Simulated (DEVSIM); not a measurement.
System: Au/Al2O3/p-Si capacitor, at 300 K.

| layer (left to right) | material | thickness (nm) | Na (cm⁻³) |
|---|---|---|---|
| 1 | Al2O3 | 10.0 | - |
| 2 | Si | 1700 | 1.1e17 |

Metal gate on the left, work function 5.1 eV. Fixed charge at the semiconductor interface 3.3e10 cm⁻² (in units of +e); interface traps 1e12 cm⁻² eV⁻¹, uniform in energy, neutral level at 0.7 of the gap above the valence band.

The device is made up for the run: typed textbook-type constants, with dimensions and the other settings drawn at random. Values at 300 K.

```tsv
parameter	Al2O3	Si
gap (eV)	6.8	1.124
affinity (eV)	1.35	4.05
permittivity	9	11.7
Nc (cm⁻³)	-	2.86e19
Nv (cm⁻³)	-	3.1e19
```

DEVSIM, 1D Poisson equation in equilibrium, Boltzmann statistics, complete ionisation; no quantum confinement or tunnelling. Metal contacts follow the ideal Schottky-Mott rule: no Fermi-level pinning, no interface dipoles.

Tabulate band edges, carrier densities and field at 0.7 V on the gate.

Energies count from the Fermi level of the right contact; mesh points crowd at the junctions.

```
x (μm)    Ec (eV)  Ev (eV)  n (cm⁻³)  p (cm⁻³)  field (V/cm)
--------  -------  -------  --------  --------  ------------
0.000       3.050   -3.750     < 1e2     < 1e2        130000
0.001170    3.065   -3.735     < 1e2     < 1e2        130000
0.003238    3.092   -3.708     < 1e2     < 1e2        130000
0.006356    3.132   -3.668     < 1e2     < 1e2        130000
0.009084    3.168   -3.632     < 1e2     < 1e2        130000
0.01012     0.481   -0.643    2.4e11     4.9e8        130000
0.01155     0.499   -0.625    1.2e11     9.8e8        120000
0.01607     0.553   -0.571    1.4e10     8.1e9        120000
0.02406     0.641   -0.483     4.9e8    2.4e11        100000
0.04090     0.790   -0.334   1500000    7.7e13         74000
0.07636     0.950   -0.174      3100    3.8e16         19000
0.1890      0.978   -0.146      1100    1.1e17           ≈ 0
0.3884      0.978   -0.146      1100    1.1e17           ≈ 0
0.8082      0.978   -0.146      1100    1.1e17           ≈ 0
1.370       0.978   -0.146      1100    1.1e17           ≈ 0
1.549       0.978   -0.146      1100    1.1e17           ≈ 0
1.634       0.978   -0.146      1100    1.1e17           ≈ 0
1.675       0.978   -0.146      1100    1.1e17           ≈ 0
1.698       0.978   -0.146      1100    1.1e17           ≈ 0
1.705       0.978   -0.146      1100    1.1e17           ≈ 0
1.708       0.978   -0.146      1100    1.1e17           ≈ 0
1.710       0.978   -0.146      1100    1.1e17           ≈ 0
```
